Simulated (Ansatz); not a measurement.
# Hypothetical R3m AlZnInO4: pressure series

Base system: AlZnInO₄ (space group R3m, No. 160; a = 3.256 Å, c = 25.617 Å (hexagonal axes); a hypothetical phase, not in the database extracts checked).

Cell and atoms are relaxed at each pressure.

Levels (all Ansatz, a first-principles code, PAW): PBEsol (420 eV, no spin-orbit coupling); HSE06 (420 eV, without spin-orbit coupling).

Band gaps by level, all at the geometries relaxed with PBEsol:

```
case               PBEsol    HSE06
----------------  -------  -------
base              1.80 eV  3.62 eV
pressure 0.7 GPa  1.82 eV  3.64 eV
pressure 1.5 GPa  1.83 eV  3.66 eV
pressure 3 GPa    1.86 eV  3.70 eV
```

Single points use the geometry relaxed with PBEsol. The hybrid gap comes from the SCF mesh plus the semilocal run's edge points and a few special points and is an upper bound. Load acts through the strain it causes; cell and atoms are relaxed under it. Whether these cells are dynamically stable was not tested.
